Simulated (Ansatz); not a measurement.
# W₃Si (model structure, started from the D03 type, Fm-3m, No. 225, 4 atoms in the cell)

All values below come from PBE-D3(BJ) (PAW; Ansatz, an electronic-structure program).

Run with plane-wave cutoff 500 eV, 10×10×10 k mesh, Fermi–Dirac smearing 0.05 eV, no spin polarisation, scalar-relativistic PAW data made under PBE.

Cell (relaxed at this level):

Space group Fm-3m (No. 225); a = b = c = 6.1890 Å, α = β = γ = 90.00°

```csv
atom,site,symmetry,x,y,z
Si,4a,m-3m,0.0000,0.0000,0.0000
W,4b,m-3m,0.5000,0.5000,0.5000
W,8c,-43m,0.2500,0.2500,0.2500
```
(The calculation used a cell of 4 atoms; values per cell refer to that cell.)

```
Item             Result
--------  -------------
band gap  zero (no gap)
```

Note: the relaxation could raise the start's symmetry but not lower it, so the cell can be a saddle point.

Spin–orbit coupling is not included.

Computed values are for the static lattice.

A model structure was made by putting elements into a prototype or built by hand; it is no filed structure, need not be a known phase, and can be a saddle point held by its symmetry.
